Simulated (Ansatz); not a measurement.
Start from TiAl (space group P4/mmm, No. 123; a = 2.813 Å, c = 4.062 Å; relaxed with 0.1 eV smearing). Axes: x, y, z lie along a, b, c of the conventional cell.

Structures relaxed with r2SCAN/PAW in Ansatz (a program for electronic structure), without spin-orbit coupling, earlier PAW set.

Base:

Simulated powder pattern, Cu Kα1, λ = 1.54056 Å (kinematic, ideal powder, no thermal factors, no anomalous dispersion; the 14 strongest lines at most, above 2 %, up to 2θ = 90°):

| 2θ (°) | I/Imax (%) | hkl |
|---|---|---|
| 21.86 | 9.0 | (001) |
| 31.79 | 6.8 | (100) |
| 38.91 | 100 | (101) |
| 44.58 | 17 | (002) |
| 45.57 | 31 | (110) |
| 51.09 | 2.9 | (111) |
| 55.78 | 2.1 | (102) |
| 65.65 | 19 | (112) |
| 66.42 | 9.1 | (200) |
| 78.30 | 11 | (103) |
| 79.74 | 21 | (211) |
| 83.55 | 9.2 | (202) |

The change: a pure shear with ε_yz = ε_zy = -0.0364, atoms relaxed at fixed cell.

After the change:

Simulated powder pattern, Cu Kα1, λ = 1.54056 Å (kinematic, ideal powder, no thermal factors, no anomalous dispersion; the 14 strongest lines at most, above 2 %, up to 2θ = 90°):

```tsv
2θ (°)	d (Å)	I/Imax (%)	hkl
21.91	4.054	18	(001)
37.59	2.391	55	(0 1 -1)
38.94	2.311	100	(101)
40.36	2.233	45	(011)
44.67	2.027	33	(002)
45.62	1.987	62	(110)
63.84	1.457	21	(1 1 -2)
67.65	1.384	17	(112)
78.13	1.222	11	(1 2 -1)
78.46	1.218	11	(103)
78.91	1.212	11	(2 1 -1)
80.67	1.190	10	(211)
81.66	1.178	9.8	(121)
83.62	1.155	9.2	(202)
```

The indices refer to the base's conventional cell; one index is shown for lines that coincide. The space group is now P2/m (No. 10).

The cells carry an imposed strain or load. Stability against distortions was not tested. All final runs are without spin polarisation.
